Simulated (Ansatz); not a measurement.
HfO₂ (P4₂/nmc, No. 137, 6 atoms in the cell; start mp-1018721; high-temperature phase) was calculated with r²SCAN (Ansatz, a program for electronic structure, PAW).

Run with plane-wave cutoff 500 eV, 12×12×8 k mesh (along the axes of the cell as run), Fermi–Dirac smearing 0.05 eV, scalar-relativistic PAW data made under PBE.

Cell (relaxed at this level):

```xyz
6
Lattice="3.5768 0.0000 0.0000 0.0000 3.5768 0.0000 0.0000 0.0000 5.2027" Properties=species:S:1:pos:R:3 pbc="T T T"
Hf     1.7884     1.7884     2.6014
Hf     0.0000     0.0000     0.0000
O      0.0000     1.7884     3.6219
O      0.0000     1.7884     1.0205
O      1.7884     0.0000     4.1822
O      1.7884     0.0000     1.5808
```

### Question
Estimate the band gap that the calculation returns.

### Answer

band gap: 5.27 eV (on the SCF k mesh)

Note: the relaxation could not lower the start's symmetry, so the cell can be a saddle point above a distorted one.

Spin–orbit coupling is not included.

A start named mp-… is a Materials Project structure, which need not be a measured phase.
